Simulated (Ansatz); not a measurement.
**Rh: response to strain**

Consider Rh in the fcc (Cu type) structure (space group Fm-3m, No. 225; a = 3.7816 Å; relaxed with 0.1 eV smearing). Axes: x, y, z lie along the cube axes.

Strains are applied to the cell and any free atomic positions relax; under biaxial strain the out-of-plane vector relaxes too.

All numbers come from Ansatz (an electronic-structure program), PBEsol, PAW, cutoff 420 eV, spin-orbit coupling left out.

Notes on the quantities. energy relative to the base: free energy F.

```tsv
biaxial strain, plane normal [111], relaxed out of plane (%)	energy relative to the base (meV/atom)
0	0.0
0.42	0.9
0.83	3.6
1.25	8.1
1.67	?
2.08	21.6
2.5	30.7
```

**Question.** Fit ΔE = Aε² + Bε³ (ε in %) to the rows shown and predict the withheld row.

**Answer.** Least squares on the printed values gives A = 5.42 and B = -0.20 meV/atom (largest residual 0.0 meV/atom); this predicts 14.2 meV/atom, and the run gives 14.2 meV/atom, in agreement.

Whether these cells are dynamically stable was not tested. All final runs are without spin polarisation. Rh lies near a magnetic instability that expansion can trigger; it was not tested.
